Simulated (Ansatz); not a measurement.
This Ansatz (a quantum-chemistry and plane-wave program) input is the reference run, Al in the fcc (Cu type) structure (space group Fm-3m, No. 225), computed with plane-wave PAW DFT at the r2SCAN level (Ansatz, 500 eV), no spin-orbit coupling, earlier PAW set:

Ansatz 0.2 input:
```yaml
crystal:
  lattice:
    - [0, 1.995362359, 1.995362359]
    - [1.995362359, 0, 1.995362359]
    - [1.995362359, 1.995362359, 0]
  atoms:
    - { symbol: Al, position: [0, 0, 0] }
basis: { ecutwfc: 500, ecutrho_ratio: 4, xc_grid: 4, fft_grid_basis: typed }
kpoints: { mp_grid: { grid: [20, 20, 20] } }
hamiltonian:
  xc: r2scan
  dispersion: none
  pseudopotentials: { azcp: { folder: ./paw }, kind: paw }
scf: { occupations: { method: fermi_dirac, width: 0.05 }, convergence: { dr2_threshold: 0.0000000001 } }
output: { forces: true, stress: true }
checkpoint: { write: state.ck, write_every: 1000 }
```

**Question.** Write the input for this change: cell and atoms relaxed at a pressure of 1.8 GPa.

**Answer.** 
Ansatz 0.2 input:
```yaml
crystal:
  lattice:
    - [0, 1.995362359, 1.995362359]
    - [1.995362359, 0, 1.995362359]
    - [1.995362359, 1.995362359, 0]
  atoms:
    - { symbol: Al, position: [0, 0, 0] }
basis: { ecutwfc: 500, ecutrho_ratio: 4, xc_grid: 4, fft_grid_basis: typed }
kpoints: { mp_grid: { grid: [20, 20, 20] } }
hamiltonian:
  xc: r2scan
  dispersion: none
  pseudopotentials: { azcp: { folder: ./paw }, kind: paw }
scf: { occupations: { method: fermi_dirac, width: 0.05 } }
relax: { f_tol: 0.01, max_steps: 60, cell: { stress_tol: 0.02, p_target: 1.8 } }
output: { forces: true, stress: true }
checkpoint: { write: state.ck, write_every: 1000 }
```
This is the input that was run.

Load acts through the strain it causes; cell and atoms are relaxed under it. Whether these cells are dynamically stable was not tested.
